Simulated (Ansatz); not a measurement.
## How far to go with the plane-wave cutoff: TePb2Se (R3m, 4 atoms in the cell)

```yaml
crystal:
  lattice:
    - [2.23586, 1.29088, 7.29832]
    - [-2.23586, 1.29088, 7.29832]
    - [0.00000, -2.58175, 7.29832]
  atoms:
    - { symbol: Te, position: [0.50228, 0.50228, 0.50228] }
    - { symbol: Pb, position: [0.74470, 0.74470, 0.74470] }
    - { symbol: Pb, position: [0.25530, 0.25530, 0.25530] }
    - { symbol: Se, position: [0.00000, 0.00000, 0.00000] }
```

Method of the run: LDA (PW92), default PAW files made with PBE (plane waves; Ansatz, a first-principles code).

Base settings: basis.ecutwfc = 420 eV; kpoints.mp_grid.grid = 5 5 5; hamiltonian.xc = lda; hamiltonian.pseudopotentials = {kind: paw} (the program's default PAW files); scf.occupations.method = fixed.

The second cell is the first with its lattice scaled by 0.98.

The mesh stays at the base's, so the ladder's end is converged at best in this setting alone.

The first pressure column holds Ansatz's estimate of the finite-basis (Pulay) stress, which hides part of the cutoff error; the other is without it.

Only quantities that move along the ladder and can be compared are tabulated.

The count of work is k-points × plane waves × bands × iterations; it is no time. 

The starting cell comes from a database of computed structures (which also holds hypothetical and non-ambient phases and stackings), without a prior relaxation at this level. Its lattice was rescaled by up to half a per cent. One atom was moved a little off its site on purpose.

Steps (basis.ecutwfc): 145 eV; 170 eV; 190 eV; 210 eV; 230 eV; 250 eV; 295 eV; 335 eV; 380 eV; 420 eV; 460 eV; 505 eV; 565 eV; 630 eV; 735 eV; 840 eV; 1010 eV.

### Question
What is the coarsest basis.ecutwfc that holds the pressure without the Pulay estimate within 0.5 GPa of the last step, with all finer ones?

### Answer
335 eV, at 0.19 of the last step's count of work; the step before is off by 3.1 GPa.

### Question
What is the coarsest basis.ecutwfc that holds the forces within 0.02 eV/Å of the last step, with all finer ones?

### Answer
295 eV, at 0.16 of the last step's count of work; the step before is off by 0.029 eV/Å.

### Question
What is the coarsest basis.ecutwfc that holds the free energy within 1 meV/atom of the last step, with all finer ones?

### Answer
460 eV, at 0.31 of the last step's count of work; the step before is off by 1.2 meV/atom.

```tsv
basis.ecutwfc	free energy less the last step's (meV/atom)	energy of the compressed cell less the first (meV/atom)	pressure (GPa)	pressure without the Pulay estimate (GPa)	largest difference of a force vector from the last step's (eV/Å)	count of work / last
145 eV	40232.16	-757.26	-6.94	-696.75	0.917	0.062
170 eV	16287.22	-162.95	-4.38	-348.25	0.476	0.082
190 eV	7610.77	-23.58	-0.92	-191.70	0.248	0.088
210 eV	3424.75	-14.88	-1.89	-102.36	0.072	0.10
230 eV	1458.49	-12.30	-2.40	-52.60	0.069	0.11
250 eV	581.00	-18.88	-2.61	-26.09	0.029	0.12
295 eV	52.98	-14.84	-2.63	-5.73	0.011	0.16
335 eV	4.82	-14.26	-2.59	-2.87	0.002	0.19
380 eV	1.77	-14.22	-2.59	-2.60	0.000	0.23
420 eV	1.15	-14.24	-2.59	-2.62	0.000	0.27
460 eV	0.62	-14.23	-2.59	-2.60	0.000	0.31
505 eV	0.42	-14.23	-2.59	-2.59	0.000	0.35
565 eV	0.29	-14.24	-2.59	-2.60	0.000	0.42
630 eV	0.13	-14.25	-2.59	-2.60	0.000	0.49
735 eV	0.04	-14.25	-2.59	-2.59	0.000	0.62
840 eV	0.02	-14.25	-2.59	-2.59	0.000	0.76
1010 eV	0.00	-14.25	-2.59	-2.59	0.000	1.0
```

The energy difference between the two cells stays within 1 meV/atom of the last step's from 295 eV on, the total only from 460 eV on: much of the error is common to both cells and cancels.

At the lowest cutoff the pressure without the Pulay estimate lies 694 GPa under the last step's, the usual sign of Pulay stress in an incomplete plane-wave basis.

Keys are those of Ansatz 0.2.
